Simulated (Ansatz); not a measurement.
Base system: Cu3N (space group Pm-3m, No. 221; a = 3.765 Å). Axes: x, y, z lie along the cube axes.

Method: PBEsol in Ansatz (plane waves to 420 eV, PAW, spin-orbit coupling left out).

Before the change:

- Smallest direct gap = 0.55 eV
- Volume per atom = 13.34 Å³
- Valley order = M along ⟨110⟩ 0.02 eV; Γ 1.10 eV
- Pressure = 0.0 GPa

One thing is altered: biaxial strain +1.80 %, plane normal [001], relaxed out of plane (Cartesian); in-plane vectors clamped, the third vector and the atoms free.

Question: Predict the new smallest direct gap, volume per atom, valley order and pressure.

Answer: The smallest direct gap grows by 0.054 eV, from 0.55 eV to 0.61 eV; the volume per atom increases by 0.38 Å³ (13.34 Å³ → 13.72 Å³); the valley order (the lowest conduction-band minima on the path, energy above the VBM, named in the base's zone) becomes M along [110] 0.10 eV; M along [011] 0.11 eV; Γ 1.01 eV; X along [001] 1.46 eV (base: M along ⟨110⟩ 0.02 eV; Γ 1.10 eV); the pressure (mean of the normal stresses, compression positive) goes from zero to -3.4 GPa.

Whether these cells are dynamically stable was not tested. The final runs are not spin-polarised. Gaps under 0.05 eV, about the width of the smearing, are given as zero. A zero or small gap of Cu3N can be the functional's error rather than a property of the material.

Ansatz is a quantum-chemistry and plane-wave program.
